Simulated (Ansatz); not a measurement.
**Convergence study of the k-point mesh for MgS (R3m, 2 atoms in the cell)**

```
CELL_PARAMETERS angstrom
      0.00000     2.84729     2.84729
      2.84729     0.00000     2.84729
      2.84729     2.84729     0.00000
ATOMIC_POSITIONS crystal
  Mg 0.00507 0.00507 0.00507
  S  0.75000 0.75000 0.75000
```

Level of theory: LDA (PW92), default PAW files made with PBE (plane waves; Ansatz, a first-principles code).

Base settings: basis.ecutwfc = 30.9 Ry; kpoints.mp_grid.grid = 8 8 8; hamiltonian.xc = lda; hamiltonian.pseudopotentials = {kind: paw} (the program's default PAW files); scf.occupations.method = fixed.

The second cell is the first with its lattice scaled by 0.98.

Only quantities that move along the ladder and can be compared are tabulated.

The count of work is k-points × plane waves × bands × iterations; it is no time. 

The starting cell comes from a database of computed structures (which also holds hypothetical and non-ambient phases and stackings), without a prior relaxation at this level. Its lattice was rescaled by up to half a per cent. One atom was moved a little off its site on purpose. Ansatz's pressure includes its estimate of the finite-basis (Pulay) stress.

Steps (kpoints.mp_grid.grid): 2 2 2; 3 3 3; 4 4 4; 5 5 5; 6 6 6; 7 7 7; 8 8 8; 9 9 9; 10 10 10; 11 11 11; 12 12 12; 13 13 13; 14 14 14; 16 16 16; 18 18 18; 20 20 20; 22 22 22.

Question: What is the coarsest kpoints.mp_grid.grid that holds the energy of the compressed cell less the first within 2 meV/atom of the last step, with all finer ones?

Answer: 4 4 4, at 0.013 of the last step's count of work; the step before is off by 4.5 meV/atom.

Question: What is the coarsest kpoints.mp_grid.grid that holds the pressure within 0.1 GPa of the last step, with all finer ones?

Answer: 4 4 4, at 0.013 of the last step's count of work; the step before is off by 0.49 GPa.

Question: What is the coarsest kpoints.mp_grid.grid that holds the free energy within 1 meV/atom of the last step, with all finer ones?

Answer: 6 6 6, at 0.031 of the last step's count of work; the step before is off by 1.6 meV/atom.

```csv
kpoints.mp_grid.grid,free energy less the last step's (meV/atom),energy of the compressed cell less the first (meV/atom),pressure (GPa),gap on the mesh (eV),count of work / last
2 2 2,383.04,17.34,0.20,2.849,0.0039
3 3 3,49.48,-6.42,-2.41,2.989,0.0059
4 4 4,8.19,-10.07,-2.81,3.018,0.013
5 5 5,1.56,-10.74,-2.88,3.024,0.019
6 6 6,0.33,-10.88,-2.90,3.026,0.031
7 7 7,0.07,-10.91,-2.90,3.026,0.043
8 8 8,0.02,-10.91,-2.90,3.026,0.063
9 9 9,0.00,-10.91,-2.90,3.026,0.083
10 10 10,0.00,-10.92,-2.90,3.026,0.11
11 11 11,0.00,-10.92,-2.90,3.026,0.14
12 12 12,0.00,-10.92,-2.90,3.026,0.18
13 13 13,0.00,-10.92,-2.90,3.026,0.23
14 14 14,0.00,-10.92,-2.90,3.026,0.28
16 16 16,0.00,-10.92,-2.90,3.026,0.41
18 18 18,0.00,-10.92,-2.90,3.026,0.57
20 20 20,0.00,-10.92,-2.90,3.026,0.76
22 22 22,0.00,-10.92,-2.90,3.026,1.0
```

The energy difference between the two cells stays within 1 meV/atom of the last step's from 4 4 4 on, the total only from 6 6 6 on: much of the error is common to both cells and cancels.

Keys are those of Ansatz 0.2.
